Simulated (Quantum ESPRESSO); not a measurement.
Quantum ESPRESSO run on FeO (R3m, 4 atoms in the cell): self-consistent single point.

Level of theory: PBEsol, PSlibrary PAW (PBE) pseudopotentials (plane waves; Quantum ESPRESSO 7.5).

```xyz
4
Lattice="1.5263 -0.8812 4.9849 0.0000 1.7624 4.9849 -1.5263 -0.8812 4.9849" Properties=species:S:1:pos:R:3 pbc="T T T"
Fe     0.0000     0.0000     0.0500
Fe     0.0000     0.0000     7.4773
O      0.0000     0.0000     3.7386
O      0.0000     0.0000    11.2159
```
Moments meant for the start (each program seeds them in its own way; μB, in the order of the atoms Fe Fe O O): 4.0 -4.0 0.0 0.0.

Reference input (self-consistent single point, DFT, PBEsol, plane waves, PSlibrary PAW (PBE) pseudopotentials): ecutwfc = 55 Ry; ecutrho = 330 Ry; occupations = smearing; smearing = fd; degauss = 0.000734986 Ry; nspin = 2; input_dft = pbesol; K_POINTS = automatic 4 4 4 0 0 0; conv_thr = 1e-10 Ry; mixing_beta = 0.4. This run's input differs from it in these lines:

```diff
@@ -18,2 +18,3 @@
   degauss = 0.000734986
+  nbnd = 14
   nspin = 2
```

Output (repeated stretches shortened):

```
     Self-consistent Calculation

     iteration #  1     ecut=    55.00 Ry     beta= 0.40

 %%%%%%%%%%%%%%%%%%%%%%%%%%%%%%%%%%%%%%%%%%%%%%%%%%%%%%%%%%%%%%%%%%%%%%%%%%%%%%
     Error in routine efermig (1):
     internal error, cannot bracket Ef
 %%%%%%%%%%%%%%%%%%%%%%%%%%%%%%%%%%%%%%%%%%%%%%%%%%%%%%%%%%%%%%%%%%%%%%%%%%%%%%

     stopping ...
```

The program stopped with an error at about iteration 1. 

The starting cell has typed, rounded lattice constants, without a prior relaxation at this level. Its lattice was rescaled by up to half a per cent. One atom was moved a little off its site on purpose.
